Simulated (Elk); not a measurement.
Input and output of a self-consistent single point for CdF₂ (Fm-3m, 3 atoms in the cell) (Elk).

Method of the run: Elk with PBE, all-electron FP-LAPW, Elk's shipped species files, LAPW+lo basis.

The change in words: lattice scaled by 0.98. Reference geometry:
```
CdF2
1.0
    0.00000     2.69188     2.69188
    2.69188     0.00000     2.69188
    2.69188     2.69188     0.00000
Cd F
1 2
Direct
  0.00000   0.00000   0.00000
  0.25000   0.25000   0.25000
  0.75000   0.75000   0.75000
```

Reference input (self-consistent single point, DFT, PBE, all-electron FP-LAPW, Elk's shipped species files, LAPW+lo basis): xctype = 20; rgkmax = 8; stype = 0; swidth = 0.0001 Ha; ngridk = 7 7 7; gmaxvr = 14 1/bohr; nxoapwlo = 1; maxscl = 100. This run's input differs from it in these lines:

```diff
@@ -25,5 +25,5 @@
 avec
-    0.0000000000    5.0869121809    5.0869121809
-    5.0869121809    0.0000000000    5.0869121809
-    5.0869121809    5.0869121809    0.0000000000
+    0.0000000000    4.9851731058    4.9851731058
+    4.9851731058    0.0000000000    4.9851731058
+    4.9851731058    4.9851731058    0.0000000000
```

Log, with long lists cut:

```
│ Self-consistent loop started │
│ Loop number : 1 │
 total energy                :     -5804.79526537
│ Loop number : 2 │
 total energy                :     -5804.75269037
RMS change in Kohn-Sham potential (target) :    1.090867798     (  0.1000000000E-05)
Absolute change in total energy (target)   :   0.4257499377E-01 (  0.1000000000E-03)
│ Loop number : 3 │
 total energy                :     -5804.16305790
RMS change in Kohn-Sham potential (target) :    1.035285100     (  0.1000000000E-05)
Absolute change in total energy (target)   :   0.6002762196     (  0.1000000000E-03)
│ Loop number : 4 │
   [... lines left out ...]
Absolute change in total energy (target)   :   0.8544073535E-03 (  0.1000000000E-03)
│ Loop number : 14 │
 total energy                :     -5796.02977474
RMS change in Kohn-Sham potential (target) :   0.4680746889E-06 (  0.1000000000E-05)
Absolute change in total energy (target)   :   0.2046038189E-03 (  0.1000000000E-03)
│ Loop number : 15 │
 total energy                :     -5796.02977216
RMS change in Kohn-Sham potential (target) :   0.1871834145E-06 (  0.1000000000E-05)
Absolute change in total energy (target)   :   0.5372994747E-04 (  0.1000000000E-03)
Convergence targets achieved

│ Loop number : 16 │

Energies :
 Fermi                       :     0.522582785488E-01
 total energy                :     -5796.02976682

Density of states at Fermi energy :   0.8782232692E-05
 (states/Hartree/unit cell)

Estimated indirect band gap :   0.1263621539
 from k-point     20 to k-point      1
Estimated direct band gap   :   0.1387799471
 at k-point      1

Charges :
 core                        :    34.00000000
 valence                     :    32.00000000
 interstitial                :    2.193425577
 muffin-tins (core leakage)
  species :    1 (Cd)
   atom    1                 :    46.14202191     (  0.6810705963E-03)
  species :    2 (F)
   atom    1                 :    8.832276257     (  0.1120301629E-09)
   atom    2                 :    8.832276257     (  0.1120301629E-09)
 total in muffin-tins        :    63.80657442
 total calculated charge     :    66.04747408
 total charge                :    66.00000000
 error                       :   0.4747408135E-01

│ Self-consistent loop stopped │
```

The run converged in 16 iterations. The count includes the last loop, which Elk runs after its targets are met. Against the reference run the gap on the mesh goes from 3.212 to 3.438 eV.

The starting cell comes from a database of computed structures (which also holds hypothetical and non-ambient phases and stackings), without a prior relaxation at this level. Its lattice was rescaled by a random factor within 2.5 % of one. For this run, on top of that: lattice scaled by 0.98. Values depend on the basis (sphere radii, cutoffs, local orbitals), which need not be converged.
